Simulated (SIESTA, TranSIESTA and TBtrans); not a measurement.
Run with TranSIESTA and TBtrans (open boundaries, self-consistent; PseudoDojo norm-conserving potentials, scalar-relativistic): Spin polarized, PAO.BasisSize DZP, PAO.EnergyShift 0.15 eV, XC.Authors PBE, Mesh.Cutoff 200 Ry, ElectronicTemperature 300 K, TS.Voltage 0.0 eV, TBT.Elecs.Eta 0.001 eV.

System: Fe chain with one Ni atom in place of Fe. Leads: straight Fe chain, spacing 2.25 Å. Geometry: 3 atoms about the centre moved by SIESTA (PBE, DZP) to a largest force of 0.02 eV/Å, all others as built, motion along the axis alone. Transport runs along z; the first 6 and the last 6 of the 21 atoms are the lead cells, repeated to infinity.

```xyz
21
Lattice="9.000 0.000 0.000 0.000 9.000 0.000 0.000 0.000 47.200" Properties=species:S:1:pos:R:3 pbc="F F T"
Fe     4.500     4.500     0.000
Fe     4.500     4.500     2.250
Fe     4.500     4.500     4.500
Fe     4.500     4.500     6.750
Fe     4.500     4.500     9.000
Fe     4.500     4.500    11.250
Fe     4.500     4.500    13.500
Fe     4.500     4.500    15.750
Fe     4.500     4.500    18.000
Fe     4.500     4.500    20.209
Ni     4.500     4.500    22.470
Fe     4.500     4.500    24.735
Fe     4.500     4.500    26.950
Fe     4.500     4.500    29.200
Fe     4.500     4.500    31.450
Fe     4.500     4.500    33.700
Fe     4.500     4.500    35.950
Fe     4.500     4.500    38.200
Fe     4.500     4.500    40.450
Fe     4.500     4.500    42.700
Fe     4.500     4.500    44.950
```
Starting moments (μB): atom 7 +3.2, atom 8 +3.2, atom 9 +3.2, atom 10 +3.2, atom 11 +1.2, atom 12 +3.2, atom 13 +3.2, atom 14 +3.2, atom 15 +3.2; lead atoms +3.2 (left) and +3.2 (right).

Give the largest eigenchannel transmissions at the Fermi level (four at most) and the total.

Up: 0.99 (total 0.99); down: 0.98, 0.48, 0.48, 0.34 (total 2.29). The magnetic order of the leads was set by the start, and no other order was tried; the separate lead runs end at 3.39 (left) and 3.39 (right) μB an atom. The straight chain is held at its spacing; free chains may zigzag or dimerise.
